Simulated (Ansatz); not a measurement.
The structure below was relaxed with Kohn–Sham DFT with the PBEsol functional, run in Ansatz (a quantum-chemistry and plane-wave program) with PAW and 420 eV plane waves, no SOC, at pressure −1 GPa.

```xyz
2
Lattice="0.0000 3.5037 3.5037 3.5037 0.0000 3.5037 3.5037 3.5037 0.0000" Properties=species:S:1:pos:R:3 pbc="T T T"
Tl     1.7518     1.7518     1.7518
Tl     0.0000     0.0000     0.0000
```

Q: Find the space group and the Wyckoff positions.

A: Space group Fd-3m, origin choice 1 (No. 227); a = b = c = 7.007 Å, α = β = γ = 90.00°

```json
[
 {"atom": "Tl", "site": "8b", "symmetry": "-43m", "x": "0.5000", "y": "0.5000", "z": "0.5000"}
]
```

Q: Describe the coordination.

A: The crystal has 8 atoms in its conventional cell. Cell: a = b = c = 7.007 Å, α = β = γ = 90.00°. Tl is surrounded by 4 Tl at 3.034 Å (tetrahedral). (Neighbours: up to the widest gap in distance over summed covalent radii, below 1.35, at either atom.)

Load acts through the strain it causes; cell and atoms are relaxed under it. Whether these cells are dynamically stable was not tested. The cell was made from Tl in the diamond structure (space group Fd-3m, No. 227; a hypothetical phase, not in the database extracts checked) by this change: pressure −1 GPa.
